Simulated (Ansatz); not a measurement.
Output of an Ansatz run (abridged):

```
WARN the atoms were moved onto the symmetric positions of the space group found under crystal.symmetry.tolerance 1.0e-5 (fractional …
WARN ansatz: RAYON_NUM_THREADS=1 ignored (pool sized by the plan → 1); use --threads N
Pseudopotentials: kind: paw
Pseudopotential: Ti, paw, valence charge 12
Pseudopotential: Ga, paw, valence charge 13
Crystal: 8 atoms, lattice volume = 131.316 Å³
Basis set: ecut = 420 eV, 2607 PW (Γ)
Bands: 59, of which v1, the nominal top of the filled ones, is band 49 counted from 1 (48 counted from 0)
Symmetry: 24 space group operations
Space group: P63/mmc (ITA 194), of the structure as read, at distance tolerance 5.1e-5 Å
k-points: 28 of 216
PAW frozen core: Ti, regenerated for the run's functional, and the local potential with it
PAW frozen core: Ga, regenerated for the run's functional, and the local potential with it
Initial density: superposition of atomic densities (neutral atoms: chi_scale 0, normalization atom), corrected by the library's trained network
Initial wavefunctions: pseudopotential atomic-orbital guess
Eigensolver: davidson
Functional: x = slater, c = lda
SCF iter   1: F=—  HF=-22118.578019 eV  |F-HF|=—  |Δ(HF+E_count)|=         —  Δρ=6.34e-3  dr2=2.50e-2  ethr=1.77e-3  ⟨swp⟩=6.2  Hψ=6511  notcnv=0
all-band conjugate gradients solve this SCF's bands
preconditioner: auto → Kerker (q_TF=auto, 2.598 Å⁻¹)
SCF iter   2: F=—  HF=-22118.574192 eV  |F-HF|=—  |Δ(HF+E_count)|=   3.83e-3  Δρ=3.33e-3  dr2=8.68e-3  ethr=2.55e-5  ⟨swp⟩=2.0  Hψ=2543  notcnv=0
SCF iter   3: F=—  HF=-22118.573604 eV  |F-HF|=—  |Δ(HF+E_count)|=   5.88e-4  Δρ=1.02e-3  dr2=1.12e-3  ethr=8.86e-6  ⟨swp⟩=2.0  Hψ=2360  notcnv=0
SCF iter   4: F=—  HF=-22118.573049 eV  |F-HF|=—  |Δ(HF+E_count)|=   5.55e-4  Δρ=3.71e-4  dr2=2.58e-4  ethr=1.14e-6  ⟨swp⟩=2.0  Hψ=2202  notcnv=0
SCF iter   5: F=—  HF=-22118.572986 eV  |F-HF|=—  |Δ(HF+E_count)|=   6.32e-5  Δρ=9.00e-5  dr2=1.37e-5  ethr=2.63e-7  ⟨swp⟩=2.0  Hψ=2360  notcnv=0
SCF iter   6: F=—  HF=-22118.572976 eV  |F-HF|=—  |Δ(HF+E_count)|=   9.24e-6  Δρ=3.29e-5  dr2=1.80e-6  ethr=1.39e-8  ⟨swp⟩=2.0  Hψ=2393  notcnv=0
SCF iter   7: F=—  HF=-22118.572976 eV  |F-HF|=—  |Δ(HF+E_count)|=   3.92e-7  Δρ=9.75e-6  dr2=1.92e-7  ethr=1.84e-9  ⟨swp⟩=2.0  Hψ=2048  notcnv=0
SCF iter   8: F=-22118.572976 eV  HF=-22118.572976 eV  |F-HF|=2.59e-9  |Δ(HF+E_count)|=   4.70e-8  Δρ=2.19e-6  dr2=4.79e-9  ethr=1.02e-10  ⟨swp⟩=5.7  Hψ=5490  notcnv=0
SCF 1 converged in 8 iterations: F = -22118.572976 eV  dr2 = 4.79e-9
SCF converged after 8 iterations
Free energy (F): -22118.572976 eV
Harris-Foulkes:  -22118.572976 eV  (|F-HF|=2.59e-9)
Internal energy: -22118.330640 eV  (E = F + TS)
E sigma→0 (E₀):  -22118.451808 eV
Entropy (-TS):   -0.242336 eV (-30.292 meV/atom)
Fermi energy:    13.077223 eV
--- Per-component energies (eV) ---
  E_band       = -913.374353
  E_kinetic    = 1870.150326
  E_local      = -8118.783914  (includes V_loc(G=0)·N_el)
  E_nonlocal   = 923.796448
  E_hartree    = 3557.031994
  E_xc         = -720.004362
  E_vxc        = -850.145989  (∫ρ·V_xc dr)
  E_paw        = -9816.637062  (= ΣΔE_a)
  E_vpaw       = -1852.450010  (= ΣTr[D̂ρ^β])
  E_aug_tail   = 0.000286  (compensation charges beyond the density's cutoff)
  E_ewald      = -9819.297017
  E_core_change = 5.412662  (= ΣΔE_core)
  E_smearing   = -0.242336  (= −TS)
  E_closure    = 0.000000  (closes the sum)
  Σ components = -22118.572976   (vs F -22118.572976, Δ=0.00e0)
--- Forces (eV/Å), atoms counted from 1 ---
  atom   1  Ti    -0.00000000    -0.04046998     0.00000000
  atom   2  Ti     0.00000000     0.04046998     0.00000000
  atom   3  Ti     0.03504803    -0.02023499     0.00000000
  atom   4  Ti    -0.03504803     0.02023499     0.00000000
  atom   5  Ti     0.03504803     0.02023499     0.00000000
  atom   6  Ti    -0.03504803    -0.02023499     0.00000000
  atom   7  Ga     0.00000000    -0.00000000     0.00000000
  atom   8  Ga     0.00000000     0.00000000     0.00000000
  max |Σ_I F_I| component: 2.05e-17 eV/Å
--- Stress (GPa, compression-positive) ---
       -9.390983       0.000000       0.000000
        0.000000      -9.390983       0.000000
        0.000000       0.000000      -8.589451
  P = ⅓ Tr σ = -9.1238 GPa (-91.238 kbar)
  The stress holds the Pulay correction. Without it, at fixed plane waves, as pw.x and ABINIT print it: P = -9.1590 GPa
--- Band table (eV; the first three rows and the last of 28) ---
  k-point 0: bands = ["-42.9987", "-42.8979", "-42.8912", "-42.8912", "-42.8429", "-42.8429", "-19.8313", "-19.8162", "-19.6995", "-19.6780", "-19.6780", "-19.6223", "-19.6223", "-19.6070", "-19.6070", "-19.4598", "-19.3665", "-19.3665", "-19.3055", [...]
  k-point 1: bands = ["-42.9920", "-42.9047", "-42.8879", "-42.8879", "-42.8462", "-42.8462", "-19.8280", "-19.8110", "-19.7264", "-19.7264", "-19.6804", "-19.6519", "-19.6519", "-19.5374", "-19.5374", "-19.4480", "-19.3559", "-19.3559", "-19.3353", [...]
  k-point 2: bands = ["-42.9736", "-42.9232", "-42.8791", "-42.8791", "-42.8550", "-42.8550", "-19.8198", "-19.8065", "-19.7619", "-19.7619", "-19.7101", "-19.7101", "-19.6177", "-19.4447", "-19.4447", "-19.4155", "-19.4151", "-19.3491", "-19.3491", [...]
  k-point 27: bands = ["-42.9189", "-42.9189", "-42.8969", "-42.8969", "-42.8671", "-42.8671", "-19.7368", "-19.7368", "-19.6828", "-19.6828", "-19.6277", "-19.6277", "-19.5196", "-19.5196", "-19.5148", "-19.5148", "-19.4144", "-19.4144", [...]
```

The structure:

```xyz
8
Lattice="5.7153 0.0000 0.0000 -2.8577 4.9496 0.0000 0.0000 0.0000 4.6420" Properties=species:S:1:pos:R:3 pbc="T T T"
Ti     0.0000     1.6888     3.4815
Ti     2.8577     3.2608     1.1605
Ti     4.2528     0.8444     1.1605
Ti    -1.3951     4.1052     3.4815
Ti     1.3951     4.1052     3.4815
Ti     1.4625     0.8444     1.1605
Ga     2.8577     1.6499     3.4815
Ga     0.0000     3.2997     1.1605
```

Task: Reconstruct the input of this run.

Result: Other spellings and defaults could give the same log, and not every line can be read from it. The input that was run (DFT, LDA (PW92), plane waves, default PAW files made with PBE):

Ansatz 0.2 input:
```yaml
crystal:
  lattice:
    - [5.715304, 0.000000, 0.000000]
    - [-2.857652, 4.949599, 0.000000]
    - [0.000000, 0.000000, 4.642025]
  atoms:
    - { symbol: Ti, position: [0.170600, 0.341200, 0.750000] }
    - { symbol: Ti, position: [0.829400, 0.658800, 0.250000] }
    - { symbol: Ti, position: [0.829400, 0.170600, 0.250000] }
    - { symbol: Ti, position: [0.170600, 0.829400, 0.750000] }
    - { symbol: Ti, position: [0.658800, 0.829400, 0.750000] }
    - { symbol: Ti, position: [0.341200, 0.170600, 0.250000] }
    - { symbol: Ga, position: [0.666667, 0.333333, 0.750000] }
    - { symbol: Ga, position: [0.333333, 0.666667, 0.250000] }
basis:
  ecutwfc: 420.0
kpoints:
  mp_grid:
    grid: [6, 6, 6]
hamiltonian:
  xc: lda
  pseudopotentials:
    kind: paw
scf:
  occupations:
    method: fermi_dirac
    width: 0.1
output:
  forces: true
  eigenvalues: true
  stress: true
```

The starting cell comes from a database of computed structures (which also holds hypothetical and non-ambient phases and stackings), without a prior relaxation at this level. Its lattice was rescaled by up to half a per cent. Spin polarisation is off. With a pressure of about -9 GPa the cell is away from its equilibrium volume at this level. Ansatz's pressure includes its estimate of the finite-basis (Pulay) stress.

Ansatz is a quantum-chemistry and plane-wave program.
